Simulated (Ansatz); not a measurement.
Amorphous cells of 8 compositions: the gap between the highest filled and lowest empty level at the zone centre, by PBE and by a single point of HSE06 on the same geometry (PBE, scalar-relativistic without spin-orbit coupling (plane waves to 420 eV, PAW; Ansatz, a first-principles code); exact exchange cut at the cells' faces). The networks come from melt-quench runs on the CHGNet potential at compositions and starting densities chosen by hand, with anions pushed apart in the CHGNet dynamics, and DFT then relaxed them. The cells are small and were quenched far faster than real films, so single cells scatter. Defect or tail levels can set these gaps. The rows are the first to finish with both values and no moments.

```json
[
 {"cell": "A (Ti20O43Sb2, 3.81 g/cm3)", "PBE gap x (eV)": "2.06", "HSE06 gap y (eV)": "3.14"},
 {"cell": "B (Ti20O43Ga2, 3.72 g/cm3)", "PBE gap x (eV)": "2.42", "HSE06 gap y (eV)": "3.92"},
 {"cell": "C (Ti20O43Lu2, 4.11 g/cm3)", "PBE gap x (eV)": "2.60", "HSE06 gap y (eV)": "withheld"},
 {"cell": "D (Ti20O41Zn, 3.45 g/cm3)", "PBE gap x (eV)": "2.61", "HSE06 gap y (eV)": "4.16"},
 {"cell": "E (Ti20O41Li2, 3.56 g/cm3)", "PBE gap x (eV)": "2.64", "HSE06 gap y (eV)": "4.18"},
 {"cell": "F (Ti20O43In2, 3.80 g/cm3)", "PBE gap x (eV)": "2.72", "HSE06 gap y (eV)": "4.25"},
 {"cell": "G (Ti20O43La2, 3.90 g/cm3)", "PBE gap x (eV)": "2.77", "HSE06 gap y (eV)": "4.28"},
 {"cell": "H (Ti20O42Ge, 3.37 g/cm3)", "PBE gap x (eV)": "2.77", "HSE06 gap y (eV)": "4.32"}
]
```

**Question.** Fit a straight line through the 7 full rows and predict the withheld value for C (Ti20O43Lu2, 4.11 g/cm3).

**Answer.** Means: x = 2.570, y = 4.036. Slope = Σ(Δx Δy) / Σ(Δx²) = 0.6271 / 0.3916 = 1.6; the r.m.s. residual is 0.070. Prediction: 4.036 + 1.6 × (2.60 − 2.570) = 4.08. The run gave 4.15, 0.07 above the line.
